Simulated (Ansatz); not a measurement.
## Short convergence ladders for LaZn (Pm-3m, 2 atoms in the cell)

```
CELL_PARAMETERS angstrom
      3.76749     0.00000     0.00000
      0.00000     3.76749     0.00000
      0.00000     0.00000     3.76749
ATOMIC_POSITIONS crystal
  La 0.00000 0.00000 0.00000
  Zn 0.50000 0.50000 0.50000
```

Base method: LDA (PW92), default PAW files made with PBE (plane waves; Ansatz, a first-principles code).

Base settings: basis.ecutwfc = 30.9 Ry; kpoints.mp_grid.grid = 9 9 9; hamiltonian.xc = lda; hamiltonian.pseudopotentials = {kind: paw} (the program's default PAW files); scf.occupations.method = gaussian; scf.occupations.width = 0.0073 Ry.

Core times come from one kind of shared machine, to one figure; runs under 30 s give none.

**Zone-centre phonons against the cutoff**

In this ladder: phonons.method = dfpt.

The mesh stays at the base's, so the ladder's end is converged at best in this setting alone.

Frequencies are those of the unrelaxed cell, without the LO-TO term of polar crystals.

Only quantities that move along the ladder and can be compared are tabulated.

| basis.ecutwfc | highest zone-centre frequency (cm⁻¹) |
|---|---|
| 15.4 Ry | 118.5 |
| 18.4 Ry | 81.3 |
| 21.7 Ry | 97.7 |
| 26.1 Ry | 96.7 |
| 30.9 Ry | 96.7 |
| 37.1 Ry | 96.7 |
| 46.3 Ry | 96.6 |

Coarsest basis.ecutwfc that holds the highest zone-centre frequency within 5 cm⁻¹ of the last step, with all finer ones: 21.7 Ry; the step before is off by 15 cm⁻¹.

**The force threshold of a relaxation**

On LaZn (P4mm, 2 atoms in the cell): one atom moved by 0.15 angstrom.

In this ladder: relax = atoms.

The mesh stays at the base's, so the ladder's end is converged at best in this setting alone.

Only quantities that move along the ladder and can be compared are tabulated.

| relax.f_tol | free energy less the last step's (meV/atom) | largest force left (eV/Å) | relaxation steps |
|---|---|---|---|
| 0.2 eV/Å | 0.92 | 0.0753 | 2 |
| 0.1 eV/Å | 0.92 | 0.0753 | 2 |
| 0.05 eV/Å | 0.00 | 0.0022 | 3 |
| 0.03 eV/Å | 0.00 | 0.0022 | 3 |
| 0.02 eV/Å | 0.00 | 0.0022 | 3 |
| 0.01 eV/Å | 0.00 | 0.0022 | 4 |
| 0.005 eV/Å | 0.00 | 0.0022 | 4 |
| 0.002 eV/Å | 0.00 | 0.0000 | 5 |
| 0.001 eV/Å | 0.00 | 0.0000 | 5 |

Coarsest relax.f_tol that holds the free energy within 0.2 meV/atom of the last step, with all finer ones: 0.05 eV/Å; the step before is off by 0.92 meV/atom.

Coarsest relax.f_tol that holds the largest force left within 0.005 eV/Å of the last step, with all finer ones: 0.05 eV/Å; the step before is off by 0.075 eV/Å.

Two neighbours can agree and both be off: 0.2 eV/Å and 0.1 eV/Å differ by 0.00 meV/atom in the free energy, yet lie about 0.92 meV/atom from the last step.

**The q mesh of the phonons**

In this ladder: kpoints.mp_grid.grid = 12 12 12; phonons.method = dfpt.

Only quantities that move along the ladder and can be compared are tabulated.

Thermal sums run over frequencies interpolated from this q mesh.

| phonons.qmesh | zero-point energy (meV/atom) | vibrational free energy at 300 K (meV/atom) | core time / last (rough) |
|---|---|---|---|
| 1 1 1 | 12.57 | -90.36 | 0.05 |
| 2 2 2 | 14.76 | -78.34 | 0.3 |
| 3 3 3 | 14.64 | -78.94 | 1 |

Coarsest phonons.qmesh that holds the vibrational free energy at 300 K within 2 meV/atom of the last step, with all finer ones: 2 2 2, at about 0.3 of the last step's time; the step before is off by 11 meV/atom.

Coarsest phonons.qmesh that holds the zero-point energy within 1 meV/atom of the last step, with all finer ones: 2 2 2, at about 0.3 of the last step's time; the step before is off by 2.1 meV/atom.

On the base run: the starting cell comes from a database of computed structures (which also holds hypothetical and non-ambient phases and stackings), without a prior relaxation at this level. Its lattice was rescaled by up to half a per cent. In the base run, with a pressure of about -5 GPa the cell is away from its equilibrium volume at this level.

Keys are those of Ansatz 0.2.
